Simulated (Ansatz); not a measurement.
Functionals compared on SiH3 on the 1x1 (100) surface of rock-salt MgO (cut with top plane Mg + O), one in a 2x2 cell, started at the site 'top Mg', in Ansatz (plane waves, PAW). The structure was relaxed with PBE; the other rows are single points on it, each with its references at the same level. Cutoff 420 eV (500 eV for r2SCAN). The points keep PBE's geometry, so the relaxation of a polaron and the settling of charge on one site are left out.

Host crystal: rock-salt MgO, with a band gap (PBE, scalar-relativistic without spin-orbit coupling).

Model: 36-atom slab, 6.4 Å thick at the start under the adsorbate (thin: gaps and levels are the slab's own), 3x3x1 mesh, Fermi-Dirac 0.01 eV, dipole correction, 16 atoms held, the rest relaxed; held to the start's symmetry, so lower structures may exist; spin-polarised, ending with about 1.0 μB a cell; orders that need a larger cell were not tried, no spin-orbit, no U, no dispersion correction. At the end it is bonded to 2 Mg. In PBE this state lies 0.08 eV over the lowest of the starts that converged ('bridge Mg-O (span 2.1 Å)'). These notes are the PBE run's. r2SCAN: The program's check for a lower electronic state was not made. Adsorption energies are against SiH4(g) − ½ H2(g). A negative adsorption energy means that the adsorbate is more stable on the surface than in its reference.

```tsv
functional	adsorption energy (eV)	magnetic moment of the cell (μB)	rough cost of the single point
PBE	1.44	1.00	–
RPBE	?	1.00	very roughly 2.4 core-minutes
r2SCAN	1.33	1.00	about 3 core-minutes (a rough figure)
```

Q: Some entries are withheld; supply them.

A: 
- RPBE, adsorption energy (eV): 1.55

Ansatz is a program for electronic structure.
